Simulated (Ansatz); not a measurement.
## Ni on the 1x1 (110) surface of 3C silicon carbide (cut with top plane C + Si), one in a 2x2 cell, started at the site 'top C'

Host crystal: 3C silicon carbide, with a band gap (PBE, scalar-relativistic without spin-orbit coupling).

Calculation: PBE (plane waves to 420 eV, PAW; Ansatz, an electronic-structure program).

Model: 49-atom slab, 7.7 Å thick at the start under the adsorbate (thin: gaps and levels are the slab's own), 3x3x1 mesh, Fermi-Dirac 0.01 eV, dipole correction, 24 atoms held, the rest relaxed; held to the start's symmetry, so lower structures may exist; spin-polarised, no spin-orbit, no U, no dispersion correction. The starting moment vanished. At the end it is bonded to C + 2 Si. In PBE this state lies 0.56 eV over the lowest of the starts that converged ('over Si at depth 1.5 Å').

```yaml
adsorption energy against an atom of fcc Ni, ferromagnetic: 107 kJ/mol
change_of_the_step_from_the_bottom_to_the_top_vacuum_level_against_the_clean_slab: -1.02 eV
energy_released_by_relaxation: 1.18 eV
height of the binding atom over the mean of the host atoms within 0.3 Å of the top one: 1.631 Å
magnetic_moment_of_the_cell: 0.00 μB
nearest_host_atoms_of_the_binding_atom: C at 1.85 Å, Si at 2.30 Å, Si at 2.30 Å
largest_move_of_a_host_atom: 0.12 Å
note: in the relaxation the adsorbate left its starting site by 0.9 Å
cost: around 24 core-minutes (rough)
```

A negative adsorption energy means that the adsorbate is more stable on the surface than in its reference.
